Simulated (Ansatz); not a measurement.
**Input and output of a self-consistent single point for LiHF2 (R-3m, 4 atoms in the cell) (Ansatz, a program for electronic structure)**

Method of the run: LDA (PW92), default PAW files made with PBE (plane waves; Ansatz).

The input file:

Ansatz 0.2 input:
```yaml
# LiHF2
crystal:
  lattice:
    - [1.46258400, 0.84442300, 4.35359000]
    - [-1.46258400, 0.84442300, 4.35359000]
    - [0.00000000, -1.68884600, 4.35359000]
  atoms:
    - { symbol: Li, position: [0.00000000, 0.00000000, 0.00000000] }
    - { symbol: H, position: [0.50000000, 0.50000000, 0.50000000] }
    - { symbol: F, position: [0.41330700, 0.41330700, 0.41330700] }
    - { symbol: F, position: [0.58669300, 0.58669300, 0.58669300] }
basis:
  ecutwfc: 420.0
kpoints:
  mp_grid:
    grid: [10, 10, 10]
hamiltonian:
  xc: lda
  pseudopotentials:
    kind: paw
scf:
  occupations:
    method: fixed
output:
  forces: true
  eigenvalues: true
  stress: true
```

Output (repeated stretches shortened):

```
WARN ansatz: RAYON_NUM_THREADS=1 ignored (pool sized by the plan → 1); use --threads N
basis.fft_grid_basis auto: the FFT boxes are laid along the combinations [[1, 0, -1], [0, 1, -1], [0, 0, 1]] of the cell's own vectors, 2.925, 2.925 and 4.670 …
Pseudopotentials: kind: paw
Pseudopotential: Li, paw, valence charge 3
Pseudopotential: H, paw, valence charge 1
Pseudopotential: F, paw, valence charge 7
Crystal: 4 atoms, lattice volume = 32.261 Å³
Basis set: ecut = 420 eV, 645 PW (Γ), FFT grids on a1−a3, a2−a3, a3
Bands: 13, of which v1, the nominal top of the filled ones, is band 9 counted from 1 (8 counted from 0)
Symmetry: 12 space group operations
Space group: R-3m (ITA 166), of the structure as read, at distance tolerance 3.2e-5 Å
k-points: 116 of 1000
PAW frozen core: F, regenerated for the run's functional, and the local potential with it
Initial density: superposition of atomic densities (neutral atoms: chi_scale 0, normalization atom), corrected by the library's trained network
Initial wavefunctions: pseudopotential atomic-orbital guess
Eigensolver: davidson
Functional: x = slater, c = lda
SCF iter   1: F=—  HF=-1808.797159 eV  |F-HF|=—  |Δ(HF+E_count)|=         —  Δρ=1.76e-2  dr2=7.01e-2  ethr=1.77e-3  ⟨swp⟩=4.0  Hψ=6500  notcnv=0  defer=164
all-band conjugate gradients solve this SCF's bands
preconditioner: auto → none
SCF iter   2: F=—  HF=-1808.773826 eV  |F-HF|=—  |Δ(HF+E_count)|=   2.33e-2  Δρ=7.50e-3  dr2=6.69e-3  ethr=3.90e-4  ⟨swp⟩=2.5  Hψ=3460  notcnv=0  defer=230
SCF iter   3: F=—  HF=-1808.770847 eV  |F-HF|=—  |Δ(HF+E_count)|=   2.98e-3  Δρ=1.77e-3  dr2=5.10e-4  ethr=3.72e-5  ⟨swp⟩=2.0  Hψ=2493  notcnv=0  defer=232
SCF iter   4: F=—  HF=-1808.770486 eV  |F-HF|=—  |Δ(HF+E_count)|=   3.62e-4  Δρ=3.96e-4  dr2=2.86e-5  ethr=2.83e-6  ⟨swp⟩=2.1  Hψ=2676  notcnv=0  defer=228
SCF iter   5: F=—  HF=-1808.770470 eV  |F-HF|=—  |Δ(HF+E_count)|=   1.53e-5  Δρ=6.52e-5  dr2=6.09e-7  ethr=1.59e-7  ⟨swp⟩=2.9  Hψ=2438  notcnv=0
SCF iter   6: F=-1808.770470 eV  HF=-1808.770470 eV  |F-HF|=6.21e-11  |Δ(HF+E_count)|=   3.36e-8  Δρ=4.79e-6  dr2=2.80e-9  ethr=5.56e-10  ⟨swp⟩=6.1  Hψ=7257  notcnv=0
SCF 1 converged in 6 iterations: F = -1808.770470 eV  dr2 = 2.80e-9
SCF converged after 6 iterations
Free energy (F): -1808.770470 eV
Harris-Foulkes:  -1808.770470 eV  (|F-HF|=6.21e-11)
Internal energy: -1808.770470 eV  (E = F + TS)
E sigma→0 (E₀):  -1808.770470 eV
Fermi energy:    -1.065505 eV
--- Per-component energies (eV) ---
  E_band       = -198.424374
  E_kinetic    = 446.978542
  E_local      = -1346.457533  (includes V_loc(G=0)·N_el)
  E_nonlocal   = 120.465382
  E_hartree    = 477.585937
  E_xc         = -175.719028
  E_vxc        = -227.688738  (∫ρ·V_xc dr)
  E_paw        = -394.687047  (= ΣΔE_a)
  E_vpaw       = -146.897612  (= ΣTr[D̂ρ^β])
  E_aug_tail   = 0.003479  (compensation charges beyond the density's cutoff)
  E_ewald      = -937.166706
  E_core_change = 0.226503  (= ΣΔE_core)
  E_smearing   = -0.000000  (= −TS)
  E_closure    = 0.000000  (closes the sum)
  Σ components = -1808.770470   (vs F -1808.770470, Δ=0.00e0)
--- Forces (eV/Å), atoms counted from 1 ---
  atom   1  Li    -0.00000000    -0.00000000     0.00000000
  atom   2  H      0.00000000     0.00000000     0.00000000
  atom   3  F     -0.00000000    -0.00000000    -0.25911247
  atom   4  F      0.00000000     0.00000000     0.25911247
  max |Σ_I F_I| component: 5.55e-17 eV/Å
--- Stress (GPa, compression-positive) ---
       -1.849142       0.000000       0.000000
        0.000000      -1.849142       0.000000
        0.000000       0.000000      -0.260163
  P = ⅓ Tr σ = -1.3195 GPa (-13.195 kbar)
  The stress holds the Pulay correction. Without it, at fixed plane waves, as pw.x and ABINIT print it: P = -2.4087 GPa
--- Band table (eV; the first three rows and the last of 116) ---
  k-point 0: bands = ["-40.3482", "-21.8771", "-20.3248", "-6.8960", "-1.4792", "-1.4792", "-1.3581", "-1.2731", "-1.2731", "7.0699", "11.7531", "15.8477", "17.5913"]
  k-point 1: bands = ["-40.3446", "-21.8451", "-20.3090", "-6.8457", "-1.7672", "-1.5200", "-1.4749", "-1.3112", "-1.2948", "7.3839", "12.0821", "15.7143", "17.4128"]
  k-point 2: bands = ["-40.3352", "-21.7596", "-20.2680", "-6.7138", "-2.3929", "-1.8052", "-1.6223", "-1.4150", "-1.3823", "8.1730", "12.9357", "15.2452", "17.0775"]
  k-point 115: bands = ["-40.3478", "-21.6223", "-20.6829", "-5.7189", "-2.9562", "-1.6718", "-1.6718", "-1.0655", "-1.0655", "7.9313", "11.2467", "14.8925", "18.5027"]
```

The run converged in 6 iterations.

The starting cell comes from a database of computed structures (which also holds hypothetical and non-ambient phases and stackings), without a prior relaxation at this level. Its lattice was rescaled by up to half a per cent. Ansatz's pressure includes its estimate of the finite-basis (Pulay) stress. Without the estimate this run gives -2.41 GPa.
